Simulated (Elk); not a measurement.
# Worked example: self-consistent single point of CdAu (Pm-3m, 2 atoms in the cell) in Elk

Level of theory: PBEsol, all-electron FP-LAPW, Elk's shipped species files, APW+lo basis with extra local orbitals (Elk).

Input as run:

```
tasks
  0

xctype
  22

rgkmax
  8.0

gmaxvr
  14.0

nxlo
  2

lorbcnd
  .true.

rmtscf
  0.95

lmaxi
  2

stype
  0

swidth
  0.00999582

maxscl
  100

avec
    6.3081042252    0.0000000000    0.0000000000
    0.0000000000    6.3081042252    0.0000000000
    0.0000000000    0.0000000000    6.3081042252

atoms
  2
  'Cd.in'
  1
  0.0000000000  0.0000000000  0.0000000000    0.0 0.0 0.0
  'Au.in'
  1
  0.5000000000  0.5000000000  0.5000000000    0.0 0.0 0.0

ngridk
  7 7 7
```

Output (repeated stretches shortened):

```
│ Elk code version 10.2.4 │

All units are atomic (Hartree, Bohr, etc.)

│ Ground-state run starting from atomic densities │

Lattice vectors :
   6.308104225       0.000000000       0.000000000
   0.000000000       6.308104225       0.000000000
   0.000000000       0.000000000       6.308104225

Unit cell volume      :    251.0132119
Brillouin zone volume :   0.9881958464

Muffin-tin inner radius fraction :   0.1000000000E-01

Nuclei treated as point charges

Species :    1 (Cd)
 parameters loaded from : Cd.in
 name : cadmium
 nuclear charge    :   -48.00000000
 electronic charge :    48.00000000
 atomic mass :    204912.7175
 muffin-tin radius :    2.470000000
 number of radial points in muffin-tin :    597
 atomic positions (lattice), magnetic fields (Cartesian) :
   1 :   0.00000000  0.00000000  0.00000000    0.00000000  0.00000000  0.00000000

Species :    2 (Au)
 parameters loaded from : Au.in
 name : gold
 nuclear charge    :   -79.00000000
 electronic charge :    79.00000000
 atomic mass :    359048.0559
 muffin-tin radius :    2.660000000
 number of radial points in muffin-tin :    697
 atomic positions (lattice), magnetic fields (Cartesian) :
   1 :   0.50000000  0.50000000  0.50000000    0.00000000  0.00000000  0.00000000

Total number of atoms per unit cell :    2

Spin treatment :
 spin-unpolarised

Number of Bravais lattice symmetries :   48
Number of crystal symmetries         :   48
Crystal has inversion symmetry
Real symmetric eigensolver will be used

k-point grid :      7     7     7
k-point offset :    0.000000000       0.000000000       0.000000000
k-point set is reduced with full crystal symmetry group
Total number of k-points :       20

Muffin-tin radius times maximum |G+k| :    8.000000000
 using average radius
Maximum |G+k| for APW functions       :    3.118908382
Maximum (1/2)|G+k|²                   :    4.863794748
Maximum |G| for potential and density :    14.00000000
 potential will be trimmed for |G| > 2 gkmax
Constant for pseudocharge density :    9
Radial integration step length :    4

G-vector grid sizes :     30    30    30
Number of G-vectors :    11633

Maximum angular momentum used for
 APW functions                      :    8
 outer part of muffin-tin           :    6
 inner part of muffin-tin           :    2

Total nuclear charge    :   -127.0000000
Total core charge       :    78.00000000
Total valence charge    :    49.00000000
Total excess charge     :    0.000000000
Total electronic charge :    127.0000000

Effective Wigner radius, rₛ :   0.7785169698

Number of empty states         :    8
Total number of valence states :   33
Total number of core states    :   78

Conduction state local-orbitals added automatically
Total number of local-orbitals :  182

Exchange-correlation functional :     22     0     0
 PBEsol, Phys. Rev. Lett. 100, 136406 (2008)
 gradient requirement :    1
 generalised gradient approximation (GGA)

Smearing type :    0
 Gaussian
Smearing width :   0.9995820000E-02
Effective electronic temperature (K) :    3156.430308

Mixing type :    3
 Broyden mixing, J. Phys. A: Math. Gen. 17, L317 (1984)

Kohn-Sham potential initialised from atomic data

│ Self-consistent loop started │
│ Loop number : 1 │
 total energy                :     -24630.0506600
│ Loop number : 2 │
 total energy                :     -24630.6220582
RMS change in Kohn-Sham potential (target) :   0.1866299122     (  0.1000000000E-05)
Absolute change in total energy (target)   :   0.5713981230     (  0.1000000000E-03)
│ Loop number : 3 │
 total energy                :     -24632.1684587
RMS change in Kohn-Sham potential (target) :   0.1679115749     (  0.1000000000E-05)
Absolute change in total energy (target)   :    1.689250052     (  0.1000000000E-03)
│ Loop number : 4 │
 total energy                :     -24632.3424535
RMS change in Kohn-Sham potential (target) :   0.1559742509     (  0.1000000000E-05)
Absolute change in total energy (target)   :   0.5963073307     (  0.1000000000E-03)
│ Loop number : 5 │
 total energy                :     -24634.1418655
RMS change in Kohn-Sham potential (target) :   0.6921155101E-01 (  0.1000000000E-05)
Absolute change in total energy (target)   :    1.948488866     (  0.1000000000E-03)
│ Loop number : 6 │
 total energy                :     -24635.3990084
RMS change in Kohn-Sham potential (target) :   0.2002406294E-01 (  0.1000000000E-05)
Absolute change in total energy (target)   :    1.744265115     (  0.1000000000E-03)
│ Loop number : 7 │
 total energy                :     -24636.1411057
RMS change in Kohn-Sham potential (target) :   0.7724419325E-03 (  0.1000000000E-05)
Absolute change in total energy (target)   :    1.178163526     (  0.1000000000E-03)
│ Loop number : 8 │
 total energy                :     -24636.2124295
RMS change in Kohn-Sham potential (target) :   0.3217779338E-03 (  0.1000000000E-05)
Absolute change in total energy (target)   :   0.3658646621     (  0.1000000000E-03)
│ Loop number : 9 │
 total energy                :     -24636.2302242
RMS change in Kohn-Sham potential (target) :   0.1934458155E-03 (  0.1000000000E-05)
Absolute change in total energy (target)   :   0.1092609319     (  0.1000000000E-03)
│ Loop number : 10 │
 total energy                :     -24636.2225308
RMS change in Kohn-Sham potential (target) :   0.8368446179E-04 (  0.1000000000E-05)
Absolute change in total energy (target)   :   0.1962181953E-01 (  0.1000000000E-03)
│ Loop number : 11 │
 total energy                :     -24636.2172847
RMS change in Kohn-Sham potential (target) :   0.1627509136E-04 (  0.1000000000E-05)
Absolute change in total energy (target)   :   0.3406577889E-03 (  0.1000000000E-03)
│ Loop number : 12 │
 total energy                :     -24636.2160773
RMS change in Kohn-Sham potential (target) :   0.2782902415E-05 (  0.1000000000E-05)
Absolute change in total energy (target)   :   0.1292582594E-02 (  0.1000000000E-03)
│ Loop number : 13 │
 total energy                :     -24636.2158344
RMS change in Kohn-Sham potential (target) :   0.1214760744E-05 (  0.1000000000E-05)
Absolute change in total energy (target)   :   0.5660865208E-03 (  0.1000000000E-03)
│ Loop number : 14 │
 total energy                :     -24636.2157025
RMS change in Kohn-Sham potential (target) :   0.1950117680E-06 (  0.1000000000E-05)
Absolute change in total energy (target)   :   0.2733718284E-03 (  0.1000000000E-03)
│ Loop number : 15 │
 total energy                :     -24636.2157134
RMS change in Kohn-Sham potential (target) :   0.6611310525E-07 (  0.1000000000E-05)
Absolute change in total energy (target)   :   0.5748124386E-04 (  0.1000000000E-03)
Convergence targets achieved

│ Loop number : 16 │

Energies :
 Fermi                       :     0.300087069403
 sum of eigenvalues          :     -15069.2114346
 electron kinetic            :      27743.2101111
 core electron kinetic       :      26673.1100768
 Coulomb                     :     -51866.9631258
 Coulomb potential           :     -42137.9173105
 nuclear-nuclear             :     -1913.77906086
 electron-nuclear            :     -57768.4508194
 Hartree                     :      7815.26675445
 Madelung                    :     -30798.0044706
 xc potential                :     -674.504235203
 exchange                    :     -504.149108121
 correlation                 :     -8.31359521097
 total energy                :     -24636.2157181

Density of states at Fermi energy :    14.00036636
 (states/Hartree/unit cell)

Estimated indirect band gap :   0.1596242711E-01
 from k-point      3 to k-point     18
Estimated direct band gap   :   0.5827482758E-01
 at k-point     16

Charges :
 core                        :    78.00000000
 valence                     :    49.00000000
 interstitial                :    2.726534413
 muffin-tins (core leakage)
  species :    1 (Cd)
   atom    1                 :    46.38654126     (  0.4927295809E-03)
  species :    2 (Au)
   atom    1                 :    77.88692433     (  0.2088620198E-03)
 total in muffin-tins        :    124.2734656
 total calculated charge     :    126.9952064
 total charge                :    127.0000000
 error                       :   0.4793571909E-02

│ Self-consistent loop stopped │
```

The run converged in 16 iterations. The count includes the last loop, which Elk runs after its targets are met.

The starting cell comes from a database of computed structures (which also holds hypothetical and non-ambient phases and stackings), without a prior relaxation at this level. Its lattice was rescaled by a random factor within 2.5 % of one. Spin-orbit coupling is off. Values depend on the basis (sphere radii, cutoffs, local orbitals), which need not be converged. The log's line on a gap gives a spacing of levels on this mesh, which the program prints for metals too.
